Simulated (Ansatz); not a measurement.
**Response to strain in Pt**

The parent structure is Pt in the fcc (Cu type) structure (space group Fm-3m, No. 225; relaxed with 0.1 eV smearing).

```
CELL_PARAMETERS angstrom
      0.00000     1.95989     1.95989
      1.95989     0.00000     1.95989
      1.95989     1.95989     0.00000
ATOMIC_POSITIONS crystal
  Pt 0.00000 0.00000 0.00000
```

Cartesian axes are those of the cell as printed.

Strains are applied to the cell and any free atomic positions relax.

All numbers come from DFT with PBEsol, PAW potentials and a 420 eV plane-wave cutoff in Ansatz (an electronic-structure program), without spin-orbit coupling.

Notes on the quantities. energy relative to the base: free energy F; pressure: mean of the normal stresses, compression positive.

| variant | energy relative to the base | pressure | shortest interatomic distance |
|---|---|---|---|
| base | 0 meV/atom | 0.0 GPa | 277.2 pm |
| tensor shear ε_xy = +1.14 % | +2.1 meV/atom | 0.1 GPa | 274.0 pm |
| tensor shear ε_xy = +1.43 % | +3.4 meV/atom | 0.2 GPa | 273.2 pm |
| tensor shear ε_xy = +0.86 % | ___ | 0.1 GPa | ___ |
| tensor shear ε_xy = +0.29 % | +0.1 meV/atom | 0.0 GPa | 276.4 pm |
| tensor shear ε_xy = +1.71 % | +4.9 meV/atom | 0.3 GPa | 272.4 pm |
| tensor shear ε_xy = +2.00 % | +6.7 meV/atom | 0.5 GPa | 271.6 pm |
| tensor shear ε_xy = +0.57 % | +0.5 meV/atom | 0.0 GPa | 275.6 pm |

Problem. Some entries are withheld; estimate them.

Solution. 
- tensor shear ε_xy = +0.86 %, energy relative to the base: +1.2 meV/atom
- tensor shear ε_xy = +0.86 %, shortest interatomic distance: 274.8 pm

Stability against distortions was not tested. All final runs are without spin polarisation.
